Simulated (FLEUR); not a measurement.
Input and output of a self-consistent single point for Mo₃Si (Pm-3n, 8 atoms in the cell) (FLEUR).

Method: PBEsol, all-electron FLAPW (FLEUR), scalar-relativistic valence.

```xyz
8
Lattice="4.9389 0.0000 0.0000 0.0000 4.9389 0.0000 0.0000 0.0000 4.9389" Properties=species:S:1:pos:R:3 pbc="T T T"
Si     2.4695     2.4695     2.4695
Si     0.0000     0.0000     0.0000
Mo     1.2347     0.0000     2.4695
Mo     2.4695     1.2347     0.0000
Mo     2.4695     3.7042     0.0000
Mo     3.7042     0.0000     2.4695
Mo     0.0000     2.4695     3.7042
Mo     0.0000     2.4695     1.2347
```

Reference input (self-consistent single point, DFT, PBE, all-electron FLAPW (FLEUR), scalar-relativistic valence): Kmax = 3.8 1/bohr; GmaxXC = 15.2 1/bohr; xcFunctional = pbe; jspins = 1; l_soc = F; mode = gauss; fermiSmearingEnergy = 0.00734986 Htr; mesh (inpgen div1-3) = 5 5 5; inpgen gamma flag = false; Gmax = 15.2 1/bohr; numbands = 0; maxIterBroyd = 15. This run's input differs from it in these lines:

```diff
@@ -20,2 +20,3 @@
 &comp jspins=1 /
+&exco xctyp='PBEs' /
 &kpt div1=5 div2=5 div3=5 /
@@ -32,3 +33,3 @@
       <coreElectrons ctail="T" frcor="F" kcrel="0" coretail_lmax="0"/>
-      <xcFunctional name="pbe" relativisticCorrections="F"/>
+      <xcFunctional name="PBEs" relativisticCorrections="F"/>
       <magnetism jspins="1"/>
```

Log, with long lists cut:

```
 Iteration:     1   Distance:      16.00720821 me/bohr^3
 Iteration:     2   Distance:      14.33452509 me/bohr^3
 Iteration:     3   Distance:       5.75794111 me/bohr^3
 Iteration:     4   Distance:       3.65561324 me/bohr^3
 Iteration:     5   Distance:       2.59418625 me/bohr^3
   [... 8 lines left out ...]
 Iteration:    14   Distance:       0.00007130 me/bohr^3
 Iteration:    15   Distance:       0.00002236 me/bohr^3
 Iteration:    16   Distance:       0.00002027 me/bohr^3
 Iteration:    17   Distance:       0.00000729 me/bohr^3
 Run finished successfully
 Stop message:
   Structural relaxation: Done

[file out, last iteration]
             iter=     18
[...]
          total density-effective poten   -4.0450989982E+04
          total charge density-energy d   -7.7118144552E+02
 Updated energy parameters for spin:           1
[...]
 fermi energy and band-weighting factors:

[...]
FERMIE:
          first approx. to ef    (T=0)  :   0.575464 htr   (energy of the highest occ. eigenvalue)
          number of occ. states  (T=0)  :        458
          first approx. to seigv (T=0)  : -26.358289 htr
          sum of weights of occ. states :  46.160000
          sum of semicore charge        :   0.000000 e
          fermi energy=   0.57293 har   work function= -15.59010 ev
          number of valence electrons=  92.00000
     band-weighting factor for spin=    1
   [... lines left out ...]
          total moment                 =     0.00000
 Direct bandgap for spin            1 :    1.3205037638902350E-002  Htr
 ---->    free energy=                    -24863.7312958274 htr
   [... lines left out ...]
      extrapolation for T->0
 ---->    total electron energy=          -24863.7312958274 htr
 ***** TOTAL FORCES ON ATOMS *****
 TOTAL FORCE FOR ATOM TYPE=  1  X=  4.667   Y=  4.667   Z=  4.667
                       FX_TOT= 0.000000 FY_TOT= 0.000000 FZ_TOT= 0.000000
 TOTAL FORCE FOR ATOM TYPE=  2  X=  2.333   Y=  0.000   Z=  4.667
                       FX_TOT= 0.000000 FY_TOT= 0.000000 FZ_TOT= 0.000000
 Structural relaxation: Done
```

The run converged in 17 iterations. FLEUR gives forces in its relaxation mode, with a further iteration, so its stop message speaks of a relaxation. 

The starting cell has typed, rounded lattice constants, without a prior relaxation at this level. Its lattice was rescaled by a random factor within 2.5 % of one. Spin polarisation is off. Values depend on the basis (sphere radii, cutoffs, local orbitals), which need not be converged. The log's line on a gap gives a spacing of levels on this mesh, which the program prints for metals too.

Cost on one core of a shared machine: roughly 2 min.
